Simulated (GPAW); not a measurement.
A self-consistent single point of Sr3In (Fm-3m, 4 atoms in the cell) with GPAW.

Method: PBEsol, GPAW PAW datasets PBEsol (made by gpaw-setup) (plane waves; GPAW).

The change in words: lattice scaled by 0.98. Reference geometry:
```
Sr3In
1.0
    0.00000     4.33444     4.33444
    4.33444     0.00000     4.33444
    4.33444     4.33444     0.00000
Sr In
3 1
Direct
  0.75000   0.75000   0.75000
  0.25000   0.25000   0.25000
  0.50000   0.50000   0.50000
  0.00000   0.00000   0.00000
```

Reference input (self-consistent single point, DFT PBEsol, plane waves, GPAW PAW datasets PBEsol (made by gpaw-setup)): mode = pw; ecut = 550 eV; xc = PBEsol; kpts = 7 7 7; mesh shift (steps) = 0 0 0; occupations.name = fermi-dirac; occupations.width = 0.1 eV; nbands = -10; convergence.density = 1e-05 e/electron; symmetry.symmorphic = false; symmetry.tolerance = 0.0005; maxiter = 100. This run's input differs from it in these lines:

```diff
@@ -5,8 +5,8 @@
 atoms = Atoms(['Sr', 'Sr', 'Sr', 'In'],
-              cell=[[0.000000, 4.334445, 4.334445],
-                    [4.334445, 0.000000, 4.334445],
-                    [4.334445, 4.334445, 0.000000]],
-              positions=[[6.501667, 6.501667, 6.501667],
-                         [2.167222, 2.167222, 2.167222],
-                         [4.334445, 4.334445, 4.334445],
+              cell=[[0.000000, 4.247756, 4.247756],
+                    [4.247756, 0.000000, 4.247756],
+                    [4.247756, 4.247756, 0.000000]],
+              positions=[[6.371634, 6.371634, 6.371634],
+                         [2.123878, 2.123878, 2.123878],
+                         [4.247756, 4.247756, 4.247756],
                          [0.000000, 0.000000, 0.000000]],
```

Log, with long lists cut:

```
     iter     time        total  log10-change:
                         energy   eigst   dens
iter:   1 --:--:--    -9.645246
iter:   2 --:--:--    -9.705343   -1.37  -1.36
iter:   3 --:--:--    -9.485635   -2.17  -1.41
iter:   4 --:--:--    -9.487295   -2.43  -1.66
iter:   5 --:--:--    -9.479919c  -2.54  -1.97
iter:   6 --:--:--    -9.470842c  -3.74  -2.14
iter:   7 --:--:--    -9.463115c  -3.49  -2.47
iter:   8 --:--:--    -9.461849c  -4.34  -2.73
iter:   9 --:--:--    -9.461960c  -5.41  -3.53
iter:  10 --:--:--    -9.461884c  -5.12  -3.42
iter:  11 --:--:--    -9.461891c  -5.47  -3.59
iter:  12 --:--:--    -9.461889c  -6.81  -4.18
iter:  13 --:--:--    -9.461846c  -6.61  -4.16
iter:  14 --:--:--    -9.461855c  -7.87c -4.23
iter:  15 --:--:--    -9.461846c  -7.15  -4.30
iter:  16 --:--:--    -9.461817c  -6.57  -4.61
iter:  17 --:--:--    -9.461826c  -7.54c -4.66
iter:  18 --:--:--    -9.461827c  -9.12c -4.73
iter:  19 --:--:--    -9.461820c  -7.99c -4.74
iter:  20 --:--:--    -9.461818c  -8.83c -4.73
iter:  21 --:--:--    -9.461818c  -9.34c -4.73
iter:  22 --:--:--    -9.461822c  -8.03c -4.75
iter:  23 --:--:--    -9.461820c  -9.50c -4.97
iter:  24 --:--:--    -9.461818c  -8.62c -5.00c
Converged after 24 iterations.

Dipole moment: (0.000000, 0.000000, -0.000000) |e|*Ang

Energy contributions relative to reference atoms: (reference = -419236.366158)

Kinetic:         +8.675885
Potential:       -0.246625
External:        +0.000000
XC:             -17.426434
Entropy (-ST):   -0.093008
Local:           -0.418140
SIC:             +0.000000
--------------------------
Free energy:     -9.508322
Extrapolated:    -9.461818

Showing only first 2 kpts
 Kpt  Band  Eigenvalues  Occupancy
  0    19      4.61644    1.99353
  0    20      4.61644    1.99353
  0    21      5.14250    1.23061
  0    22      5.22805    0.80945

  1    19      4.67547    1.98835
  1    20      4.67547    1.98835
  1    21      5.30658    0.47331
  1    22      5.36391    0.29752

Fermi level: 5.18947

No gap
No difference between direct/indirect transitions
Energy (eV): -9.461818

Forces in eV/Ang:
  0 Sr    0.00000   -0.00000   -0.00000
  1 Sr    0.00000   -0.00000   -0.00000
  2 Sr    0.00000    0.00000    0.00000
  3 In   -0.00000    0.00000    0.00000

Stress tensor:
     0.000739     0.000000    -0.000000
     0.000000     0.000739     0.000000
    -0.000000     0.000000     0.000739
Stress (GPa, Voigt): [ 0.1184  0.1184  0.1184  0.     -0.      0.    ]
```

The run converged in 24 iterations. GPAW prints stress with tension positive. Against the reference run the free energy goes down by 8.4 meV/atom and the pressure goes from -1.14 to -0.12 GPa.

The starting cell comes from a database of computed structures (which also holds hypothetical and non-ambient phases and stackings), without a prior relaxation at this level. For this run, on top of that: lattice scaled by 0.98.

Cost on one core of a shared machine: roughly 90 s.
